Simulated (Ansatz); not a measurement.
An Ansatz (a program for electronic structure) run: WSe2 with a change (biaxial strain +2.46 %, plane normal [001], relaxed out of plane); Kohn–Sham DFT with the PBE-D3(BJ) functional, run in Ansatz with PAW and 420 eV plane waves, without spin-orbit coupling, earlier PAW set.

Input:

Ansatz 0.2 input:
```yaml
crystal:
  lattice:
    - [3.3596494973, 0, 0]
    - [1.6798247487, 2.9095418125, 0]
    - [0, 0, 12.6285557868]
  atoms:
    - { symbol: W, position: [0.3333333333, 0.3333333333, 0.25] }
    - { symbol: W, position: [0.6666666667, 0.6666666667, 0.75] }
    - { symbol: Se, position: [0.3333333333, 0.3333333333, 0.6182701393] }
    - { symbol: Se, position: [0.6666666667, 0.6666666667, 0.1182701393] }
    - { symbol: Se, position: [0.6666666667, 0.6666666667, 0.3817298607] }
    - { symbol: Se, position: [0.3333333333, 0.3333333333, 0.8817298607] }
basis: { ecutwfc: 420, ecutrho_ratio: 4, xc_grid: 2, fft_grid_basis: typed }
kpoints: { mp_grid: { grid: [12, 12, 3] } }
hamiltonian:
  xc: pbe
  dispersion: d3bj
  pseudopotentials: { azcp: { folder: ./paw }, kind: paw }
scf: { occupations: { method: fermi_dirac, width: 0.05 } }
relax: { f_tol: 0.005, max_steps: 50, cell: { stress_tol: 0.01, fix: [a, b, gamma] } }
output: { forces: true, stress: true }
checkpoint: { write: state.ck, write_every: 1000 }
```

Output (explanatory and most iteration lines left out):

```
Relaxation: its limit of steps is 50 (relax.max_steps)
Pseudopotential: W, paw, valence charge 14
Pseudopotential: Se, paw, valence charge 16
Crystal: 6 atoms, lattice volume = 123.445 Å³
Basis set: ecut = 420 eV, 2443 PW (Γ), exchange–correlation on 48×48×180 points (8 copies of the dense FFT grid, shifted against one another)
Bands: 56, of which v1, the nominal top of the filled ones, is band 46 counted from 1 (45 counted from 0)
Symmetry: 24 space group operations
Space group: P63/mmc (ITA 194), of the structure as read, at distance tolerance 5.0e-5 Å
k-points: 38 of 432
Functional: x = pbe(κ = 0.804, μ = 0.2195149727645171), c = pbe(β = 0.06672455060314922)
SCF iter   1: F=—  HF=-42654.942287 eV  |F-HF|=—  |Δ(HF+E_count)|=         —  Δρ=3.42e-2  dr2=4.13e0  ethr=3.10e-3  ⟨swp⟩=6.3  Hψ=7550  notcnv=0
SCF iter   2: F=—  HF=-42654.342152 eV  |F-HF|=—  |Δ(HF+E_count)|=   6.00e-1  Δρ=2.15e-2  dr2=7.60e-1  ethr=3.10e-3  ⟨swp⟩=2.1  Hψ=2849  notcnv=0  defer=79
SCF 1 converged in 9 iterations: F = -42654.142718 eV  dr2 = 5.05e-8
relax step   1: F+E_penalty+E_count = -42654.14271758 eV  Δ(F+E_penalty+E_count) = +0.000e0 eV  max|allowed force component| = 1.687e-1 eV/Å  Δτ_max = 0.0000 Å  P = -4.160 GPa  Ω = 123.445 Å³  fix = [a, b, gamma]  reactions: a -5.705, b -5.705 GPa  (9 SCF iters, dr2 threshold 1.00e-7 eV, accepted)
[... steps on the carried basis left out ...]
relax step   4: F+E_penalty+E_count = -42654.14608366 eV  Δ(F+E_penalty+E_count) = -6.989e-6 eV  max|allowed force component| = 2.044e-4 eV/Å  Δτ_max = 0.0000 Å  P = -3.492 GPa  Ω = 123.832 Å³  energy of the carried Pulay correction = -8.831e-5 eV  fix = [a, b, gamma]  reactions: a -5.239, b -5.239 GPa  (4 SCF iters, dr2 threshold 4.35e-9 eV, accepted)
Crystal: 6 atoms, lattice volume = 123.832 Å³
SCF iter   1: F=—  HF=-42654.145422 eV  |F-HF|=—  |Δ(HF+E_count)|=         —  Δρ=2.18e-4  dr2=1.24e-6  ethr=1.39e-7  ⟨swp⟩=3.5  Hψ=12499  notcnv=0
SCF iter   2: F=—  HF=-42654.145973 eV  |F-HF|=—  |Δ(HF+E_count)|=   5.51e-4  Δρ=1.10e-4  dr2=3.16e-7  ethr=1.35e-9  ⟨swp⟩=2.1  Hψ=3793  notcnv=0
SCF 5 converged in 8 iterations: F = -42654.146176 eV  dr2 = 1.78e-13
SCF converged after 8 iterations
Free energy (F): -42654.146176 eV
Internal energy: -42654.146172 eV  (E = F + TS)
E sigma→0 (E₀):  -42654.146174 eV
Entropy (-TS):   -0.000004 eV (-0.001 meV/atom)
Fermi energy:    12.823255 eV
  E_disp       = -2.742018  (pairwise vdW)
--- Forces (eV/Å), atoms counted from 1 ---
  atom   1  W     -0.00000000     0.00000000    -0.00000000
  atom   2  W      0.00000000    -0.00000000     0.00000000
  atom   3  Se    -0.00000000     0.00000000    -0.00018573
  atom   4  Se     0.00000000    -0.00000000    -0.00018573
  atom   5  Se     0.00000000    -0.00000000     0.00018573
  atom   6  Se    -0.00000000     0.00000000     0.00018573
--- Stress (GPa, compression-positive) ---
       -5.239654      -0.000000       0.000000
       -0.000000      -5.239654      -0.000000
        0.000000      -0.000000       0.006075
  P = ⅓ Tr σ = -3.4911 GPa (-34.911 kbar)
--- Relaxed structure (4 steps of the walk, 3 accepted, 1 SCFs on fresh bases) ---
  cell:  # Å, volume = 123.8318 Å³
    - [3.359649497315347, -2.8867596979457185e-11, -1.949885964826692e-19]
    - [1.6798247486826734, 2.9095418124722756, -9.749429824278561e-20]
    - [-7.329408530380666e-19, -2.4423435681334736e-34, 12.668166252631522]
  atoms:
    - { symbol: W, position: [0.33333333333333337, 0.33333333333333337, 0.25000000000000006] }
    - { symbol: W, position: [0.6666666666666667, 0.6666666666666667, 0.7500000000000001] }
    - { symbol: Se, position: [0.33333333333333337, 0.33333333333333337, 0.6193823401952864] }
    - { symbol: Se, position: [0.6666666666666667, 0.6666666666666667, 0.11938234019528642] }
    - { symbol: Se, position: [0.6666666666666667, 0.6666666666666667, 0.38061765980471357] }
    - { symbol: Se, position: [0.33333333333333337, 0.33333333333333337, 0.8806176598047136] }
```

With W present, leaving out spin-orbit coupling can change the band edges. Whether these cells are dynamically stable was not tested. The cell was made from WSe₂ in the 2H-MoS2 type structure (space group P6_3/mmc, No. 194; layered, stacked along the Cartesian z axis) by this change: biaxial strain +2.46 %, plane normal [001], relaxed out of plane.
